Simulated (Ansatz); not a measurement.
The starting structures come from a database of crystals and need not be the phases stable at ambient conditions.

By PBEsol, the system below comes out a metal.

Given:

```
CELL_PARAMETERS angstrom
      4.28550     0.00000     0.00000
      0.01509     5.75320     0.00000
     -2.14012    -1.53899     6.23294
ATOMIC_POSITIONS crystal
  Bi 0.16030 0.31617 0.32194
  Bi 0.83970 0.68383 0.67806
  Bi 0.57332 0.79453 0.14300
  Bi 0.42668 0.20547 0.85700
  Pd 0.22333 0.82987 0.44426
  Pd 0.77667 0.17013 0.55574
```

Space group of this cell: P-1. The cell is taken as given; by PBEsol its mean pressure is -2.3 GPa.

The current flows along the normal of the first two printed cell vectors. No spin-orbit coupling; the value is a mean over 0.1 eV about the Fermi level.

Q: State the ballistic conductance per area according to Ansatz (an electronic-structure program) with PBEsol.

A: 0.37 × 10¹⁵ S/m² for both spins.
